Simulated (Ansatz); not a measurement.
A self-consistent single point of the (110) slab of InP (cut from a parent of space group no. 216; 8 atoms in the cell) with Ansatz (an electronic-structure program).

Method of the run: LDA (PW92), default PAW files made with PBE (plane waves; Ansatz).

The change in words: vacuum of 7 angstrom (first run: 14 Å). Reference geometry:
```yaml
crystal:
  lattice:
    - [5.85239, 0.00000, 0.00000]
    - [0.00000, 4.13826, 0.00000]
    - [0.00000, 0.00000, 20.20741]
  atoms:
    - { symbol: In, position: [0.00000, 0.25000, 0.44880] }
    - { symbol: In, position: [0.50000, 0.75000, 0.34641] }
    - { symbol: In, position: [0.00000, 0.25000, 0.65359] }
    - { symbol: In, position: [0.50000, 0.75000, 0.55120] }
    - { symbol: P, position: [0.25000, 0.25000, 0.34641] }
    - { symbol: P, position: [0.75000, 0.75000, 0.44880] }
    - { symbol: P, position: [0.25000, 0.25000, 0.55120] }
    - { symbol: P, position: [0.75000, 0.75000, 0.65359] }
```

Reference input (self-consistent single point, DFT, LDA (PW92), plane waves, default PAW files made with PBE): basis.ecutwfc = 420 eV; kpoints.mp_grid.grid = 3 5 1; hamiltonian.xc = lda; hamiltonian.pseudopotentials = {kind: paw} (the program's default PAW files); scf.occupations.method = fermi_dirac; scf.occupations.width = 0.02 eV. This run's input differs from it in these lines:

Ansatz 0.2 input:
```diff
@@ -4,12 +4,12 @@
     - [0.000000, 4.138265, 0.000000]
-    - [0.000000, 0.000000, 20.207412]
+    - [0.000000, 0.000000, 13.207394]
   atoms:
-    - { symbol: In, position: [0.000000, 0.250000, 0.448801] }
-    - { symbol: In, position: [0.500000, 0.750000, 0.346408] }
-    - { symbol: In, position: [0.000000, 0.250000, 0.653592] }
-    - { symbol: In, position: [0.500000, 0.750000, 0.551199] }
-    - { symbol: P, position: [0.250000, 0.250000, 0.346408] }
-    - { symbol: P, position: [0.750000, 0.750000, 0.448801] }
-    - { symbol: P, position: [0.250000, 0.250000, 0.551199] }
-    - { symbol: P, position: [0.750000, 0.750000, 0.653592] }
+    - { symbol: In, position: [0.000000, 0.250000, 0.421665] }
+    - { symbol: In, position: [0.500000, 0.750000, 0.265003] }
+    - { symbol: In, position: [0.000000, 0.250000, 0.734997] }
+    - { symbol: In, position: [0.500000, 0.750000, 0.578335] }
+    - { symbol: P, position: [0.250000, 0.250000, 0.265003] }
+    - { symbol: P, position: [0.750000, 0.750000, 0.421665] }
+    - { symbol: P, position: [0.250000, 0.250000, 0.578335] }
+    - { symbol: P, position: [0.750000, 0.750000, 0.734997] }
 basis:
```

Output (repeated stretches shortened):

```
SCF iter   1: F=—  HF=-24730.706099 eV  |F-HF|=—  |Δ(HF+E_count)|=         —  Δρ=5.84e-3  dr2=1.22e-1  ethr=1.77e-3  ⟨swp⟩=10.2  Hψ=1262  notcnv=0  defer=2
all-band conjugate gradients solve this SCF's bands
preconditioner: auto → Resta (q_TF=auto, 2.128 Å⁻¹)
SCF iter   2: F=—  HF=-24730.677406 eV  |F-HF|=—  |Δ(HF+E_count)|=   2.87e-2  Δρ=2.46e-3  dr2=2.34e-2  ethr=1.70e-4  ⟨swp⟩=3.8  Hψ=528  notcnv=0  defer=14
   [... lines left out ...]
SCF iter   5: F=—  HF=-24730.672279 eV  |F-HF|=—  |Δ(HF+E_count)|=   7.18e-5  Δρ=7.05e-5  dr2=3.72e-5  ethr=3.40e-7  ⟨swp⟩=2.8  Hψ=391  notcnv=0  defer=14
SCF iter   6: F=—  HF=-24730.672325 eV  |F-HF|=—  |Δ(HF+E_count)|=   4.55e-5  Δρ=2.47e-5  dr2=4.86e-6  ethr=5.16e-8  ⟨swp⟩=2.2  Hψ=379  notcnv=0  defer=14
SCF iter   7: F=—  HF=-24730.672331 eV  |F-HF|=—  |Δ(HF+E_count)|=   5.63e-6  Δρ=7.56e-6  dr2=5.91e-7  ethr=6.75e-9  ⟨swp⟩=2.0  Hψ=317  notcnv=0  defer=14
SCF iter   8: F=-24730.672332 eV  HF=-24730.672331 eV  |F-HF|=1.38e-7  |Δ(HF+E_count)|=   9.02e-7  Δρ=3.13e-6  dr2=9.28e-8  ethr=1.39e-10  ⟨swp⟩=13.8  Hψ=1304  notcnv=0
SCF 1 converged in 8 iterations: F = -24730.672332 eV  dr2 = 9.28e-8
Free energy (F): -24730.672332 eV
Internal energy: -24730.672331 eV  (E = F + TS)
E sigma→0 (E₀):  -24730.672332 eV
Entropy (-TS):   -0.000000 eV (-0.000 meV/atom)
Fermi energy:    2.610640 eV
--- Forces (eV/Å), atoms counted from 1 ---
  atom   1  In     0.10194293    -0.00000000    -0.05693365
  atom   2  In    -0.93113228    -0.00000000     1.14231948
  atom   3  In    -0.93113228    -0.00000000    -1.14231948
  atom   4  In     0.10194293    -0.00000000     0.05693365
  atom   5  P      0.29350037    -0.00000000    -0.87933647
  atom   6  P      0.53568832    -0.00000000    -0.48233258
  atom   7  P      0.53568832    -0.00000000     0.48233258
  atom   8  P      0.29350037    -0.00000000     0.87933647
--- Stress (GPa, compression-positive) ---
       -1.800496      -0.000000       0.000000
       -0.000000      -1.636165      -0.000000
        0.000000      -0.000000      -0.259928
  P = ⅓ Tr σ = -1.2322 GPa (-12.322 kbar)
  The stress holds the Pulay correction. Without it, at fixed plane waves, as pw.x and ABINIT print it: P = -1.2544 GPa
```

The run converged in 8 iterations. Against the reference run the free energy stays essentially unchanged (within 1 meV/atom), the largest force hardly changes (1.475 to 1.474 eV/Å) and the gap on the mesh goes from 0.544 to 0.518 eV.

The starting cell has typed, rounded lattice constants, without a prior relaxation at this level. The slab is cut from that crystal, and its faces are unrelaxed. Its lattice was rescaled by up to half a per cent. Spin polarisation is off, though cut faces can carry moments; a gap of a slab can lie between surface states. Forces in this geometry exceed 1 eV/Å.
